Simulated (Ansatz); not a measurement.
Base system: BaTiO$_{3}$ in the cubic perovskite structure (space group Pm-3m, No. 221; a = 3.994 Å). Axes: x, y, z lie along the cube axes.

Level of theory: r2SCAN in Ansatz (plane waves to 500 eV, PAW, no spin-orbit coupling).

Before the change:

| Quantity | Value |
|---|---|
| Pressure | 0.00 GPa |

It is then changed as follows: biaxial strain −1.50 %, plane normal [001], relaxed out of plane (Cartesian); in-plane vectors clamped, the third vector and the atoms free.

Estimate the effect on the ratio −ε⊥/ε∥, energy relative to the base and pressure.

The ratio −ε⊥/ε∥ is 0.75; the energy increases by 6.5 meV/atom; the pressure (mean of the normal stresses, compression positive) goes from zero to 3.76 GPa.

No phonon test of stability was made. All final runs are without spin polarisation. Many cubic perovskites are stable only at high temperature; tilts and polar distortions were not tested. This is not the structure that BaTiO3 has at room temperature and ambient pressure.

Ansatz is a program for electronic structure.
